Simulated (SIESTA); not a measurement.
A self-consistent single point of AgAu₃ (P1, 4 atoms in the cell) with SIESTA.

Computed with LDA PW92, numerical atomic orbitals DZP, PseudoDojo LDA standard norm-conserving potentials (rewritten from UPF to PSML) in SIESTA.

The change in words: atoms moved at random. Reference geometry:
```xyz
4
Lattice="4.1216 0.0000 0.0000 0.0000 4.1216 0.0000 0.0000 0.0000 4.1216" Properties=species:S:1:pos:R:3 pbc="T T T"
Ag     2.0608     2.0608     2.0608
Au     2.0608     0.0000     0.0000
Au     0.0000     2.0608     0.0000
Au     0.0000     0.0000     2.0608
```

Reference input (self-consistent single point, DFT, LDA PW92, numerical atomic orbitals DZP, PseudoDojo LDA standard norm-conserving potentials (rewritten from UPF to PSML)): XC.functional = LDA; XC.authors = PW92; potentials = PseudoDojo LDA standard; PAO.BasisSize = DZP; PAO.EnergyShift = 0.01 Ry; MeshCutoff = 300 Ry; kgrid.MonkhorstPack = 6 6 6; OccupationFunction = FD; ElectronicTemperature = 1160.45 K; MaxSCFIterations = 150; SCF.Mixer.Method = Broyden; SCF.Mixer.Weight = 0.25. This run's input differs from it in these lines:

```diff
@@ -18,6 +18,6 @@
 %block AtomicCoordinatesAndAtomicSpecies
-     3.894375944    3.894375944    3.894375944  1
-     3.894375944    0.000000000    0.000000000  2
-     0.000000000    3.894375944    0.000000000  2
-     0.000000000    0.000000000    3.894375944  2
+     3.801440556    3.887872336    3.875013106  1
+     3.933459900    0.070760811    0.076633530  2
+    -0.030142470    3.924931217    0.001612272  2
+     0.083986112   -0.094804688    3.835500768  2
 %endblock AtomicCoordinatesAndAtomicSpecies
```

Output, abridged:

```
        iscf     Eharris(eV)        E_KS(eV)     FreeEng(eV)     dDmax    Ef(eV) dHmax(eV)
   scf:    1   -16211.374629   -16241.312016   -16241.360926  1.723259  0.226503 13.649873
   scf:    2   -16265.704350   -16255.492023   -16255.547931  0.749352 -1.128135  5.693030
   scf:    3   -16259.079805   -16257.920448   -16257.970542  0.293197 -1.884587  0.622725
   scf:    4   -16257.953456   -16257.942900   -16257.993580  0.038572 -1.948133  0.106465
   scf:    5   -16257.940784   -16257.942865   -16257.993611  0.008410 -1.986320  0.111567
   [... 5 lines left out ...]
   scf:   11   -16257.943978   -16257.943978   -16257.994582  0.000035 -1.991781  0.000214
   scf:   12   -16257.943977   -16257.943978   -16257.994582  0.000023 -1.991804  0.000113
   scf:   13   -16257.943977   -16257.943978   -16257.994582  0.000014 -1.991818  0.000060
   scf:   14   -16257.943977   -16257.943978   -16257.994582  0.000009 -1.991823  0.000037
SCF Convergence by DM+H criterion
max |DM_out - DM_in|         :     0.0000092813
max |H_out - H_in|      (eV) :     0.0000374364
SCF cycle converged after 14 iterations

Using DM_out to compute the final energy and forces

siesta: E_KS(eV) =           -16257.9440

siesta: E_KS - E_eggbox =    -16257.9440

siesta: Atomic forces (eV/Ang):
     1    0.326554   -0.046572    0.211329
     2    0.028864   -0.126024   -0.406627
     3   -0.003655   -0.168879   -0.213686
     4   -0.330537    0.334159    0.393944
   Tot    0.021226   -0.007317   -0.015039
   Max    0.406627
   Res    0.255902    sqrt( Sum f_i^2 / 3N )
   Max    0.406627    constrained

Stress tensor Voigt[x,y,z,yz,xz,xy] (kbar):      127.79      126.20      127.60       -2.03        1.33        1.76
(Free)E + p*V (eV/cell)   -16263.5532
   [... lines left out ...]
siesta: FreeEng =    -16257.994582
   [... lines left out ...]
siesta:     0.079759    0.001099    0.000827
siesta:     0.001099    0.078767   -0.001265
siesta:     0.000827   -0.001265    0.079640

siesta: Cell volume =         70.017566 Ang**3

siesta: Pressure (static):
siesta:                Solid            Molecule  Units
siesta:          -0.00086465         -0.00093992  Ry/Bohr**3
siesta:          -0.07938862         -0.08629978  eV/Ang**3
siesta:        -127.19459963       -138.26749717  kBar
```

The run converged in 14 iterations. Against the reference run the free energy rises by 10.6 meV/atom, the pressure goes from -13.04 to -12.72 GPa and the largest force goes from 0.000 to 0.613 eV/Å.

The starting cell comes from a database of computed structures (which also holds hypothetical and non-ambient phases and stackings), without a prior relaxation at this level. For this run, on top of that: atoms moved at random. Values carry the incompleteness of an atom-centred basis. With a pressure of about -13 GPa the cell is away from its equilibrium volume at this level.
